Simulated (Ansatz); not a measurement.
## Hypothetical zinc blende YSb, pressure series

Consider YSb in the zinc blende structure (space group F-43m, No. 216; a hypothetical phase, not in the database extracts checked).

```
CELL_PARAMETERS angstrom
      0.00000     3.46821     3.46821
      3.46821     0.00000     3.46821
      3.46821     3.46821     0.00000
ATOMIC_POSITIONS crystal
  Sb 0.75000 0.75000 0.75000
  Y  0.00000 0.00000 0.00000
```

Cell and atoms are relaxed at each pressure.

Method: r2SCAN/PAW in Ansatz (a first-principles code), no SOC.

| variant | band gap | volume per atom |
|---|---|---|
| base | 1.75 eV | 41.72 Å³ |
| pressure −2 GPa | 1.80 eV | 44.09 Å³ |
| pressure −1 GPa | 1.77 eV | 42.83 Å³ |
| pressure 0.9 GPa | 1.73 eV | 40.85 Å³ |
| pressure 2.1 GPa | 1.70 eV | 39.79 Å³ |
| pressure 4.5 GPa | 1.65 eV | 38.00 Å³ |
| pressure 9 GPa | 1.54 eV | 35.42 Å³ |
| pressure 15 GPa | 1.41 eV | 32.89 Å³ |
| pressure 22.5 GPa | 1.24 eV | 30.55 Å³ |
| pressure 30 GPa | 1.08 eV | 28.74 Å³ |

Spin-orbit coupling, missing from the scalar runs, can matter with Sb. Load acts through the strain it causes; cell and atoms are relaxed under it. Stability against distortions was not tested. No other phases were tried under pressure.
